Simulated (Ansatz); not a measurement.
The reference is SiO2 (space group P3_221, No. 154; a = 4.9490 Å, c = 5.4415 Å). Axes: x lies along a and z along c of the hexagonal cell.

Structures relaxed with PBEsol in Ansatz (plane waves to 420 eV, PAW, no spin-orbit coupling).

Base:

Simulated powder pattern, Cu Kα1, λ = 1.54056 Å (kinematic, ideal powder, no thermal factors, no anomalous dispersion; the 10 strongest lines at most, above 2 %, up to 2θ = 90°):

| 2θ (°) | I/Imax (%) | hkl |
|---|---|---|
| 20.71 | 19 | (100) |
| 26.45 | 100 | (011) |
| 36.27 | 7.6 | (110) |
| 39.19 | 7.5 | (102) |
| 42.13 | 5.4 | (200) |
| 49.77 | 14 | (112) |
| 59.49 | 10 | (121) |
| 67.20 | 6.5 | (122) |
| 67.61 | 7.9 | (203) |
| 67.76 | 4.9 | (031) |

Perturbation: biaxial strain −3.00 %, plane normal [001], relaxed out of plane (Cartesian); in-plane vectors clamped, the third vector and the atoms free.

Task: Predict the new powder pattern.

Result: 
Simulated powder pattern, Cu Kα1, λ = 1.54056 Å (kinematic, ideal powder, no thermal factors, no anomalous dispersion; the 10 strongest lines at most, above 2 %, up to 2θ = 90°):

```csv
2θ (°),d (Å),I/Imax (%),hkl
21.35,4.157,19,(100)
26.90,3.312,100,(011)
37.44,2.400,10,(110)
39.36,2.287,11,(102)
43.50,2.079,6.8,(200)
50.52,1.805,11,(112)
61.32,1.510,11,(121)
68.32,1.372,7.5,(203)
68.83,1.363,7.4,(122)
69.97,1.343,6.6,(031)
```

The indices refer to the base's conventional cell; one index is shown for lines that coincide.

Whether these cells are dynamically stable was not tested.

Ansatz is an electronic-structure program.
